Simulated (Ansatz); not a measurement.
**C in the graphite type structure (space group P6_3/mmc, No. 194; layered, stacked along the Cartesian z axis)**

```yaml
crystal:
  lattice:
    - [2.45522, 0.00000, 0.00000]
    - [-1.22761, 2.12628, 0.00000]
    - [0.00000, 0.00000, 6.67050]
  atoms:
    - { symbol: C, position: [0.00000, 0.00000, 0.25000] }
    - { symbol: C, position: [0.00000, 0.00000, 0.75000] }
    - { symbol: C, position: [0.33333, 0.66667, 0.25000] }
    - { symbol: C, position: [0.66667, 0.33333, 0.75000] }
```

Level of theory: r2SCAN+rVV10 (Ansatz, an electronic-structure program, PAW, no spin-orbit coupling), earlier PAW set. Γ-centred 15×15×5 mesh, Fermi–Dirac width 0.05 eV.

| Quantity | Result |
|---|---|
| Volume per atom | 8.71 Å³ |
| Density | 2.29 g/cm³ |
| Band gap | zero |
| Total energy | -251.496 eV/atom (σ→0; compares only within this code and set-up) |

Stability against distortions was not tested.
